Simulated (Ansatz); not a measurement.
## What pressure 30 GPa does to Ir

The parent structure is Ir in the fcc (Cu type) structure (space group Fm-3m, No. 225; a = 3.871 Å).

It is then changed as follows: a hydrostatic pressure of 30 GPa.

Level of theory: Kohn–Sham DFT with the PBE functional, run in Ansatz (a program for electronic structure) with PAW and 420 eV plane waves, no spin-orbit coupling. Settings: 21×21×21 k-points, 0.05 eV Fermi–Dirac smearing.

| quantity | base | changed | shift |
|---|---|---|---|
| volume per atom | 14.50 Å³ | 13.49 Å³ | -1.01 Å³ |
| density | 22.01 g/cm³ | 23.65 g/cm³ | +1.64 g/cm³ |
| lattice parameter a | 3.871 Å | 3.779 Å | -0.092 Å |
| shortest interatomic distance | 2.737 Å | 2.672 Å | -0.065 Å |
| enthalpy H = E + PV relative to the base's energy | – | +2.61 eV/atom | – |
| band gap | zero | zero | – |

Cost of the whole job for the changed cell (relaxation, final SCF and bands): around 23 core-seconds (rough).

Load acts through the strain it causes; cell and atoms are relaxed under it. No phonon test of stability was made. No other phases were tried under pressure. The final runs are not spin-polarised.
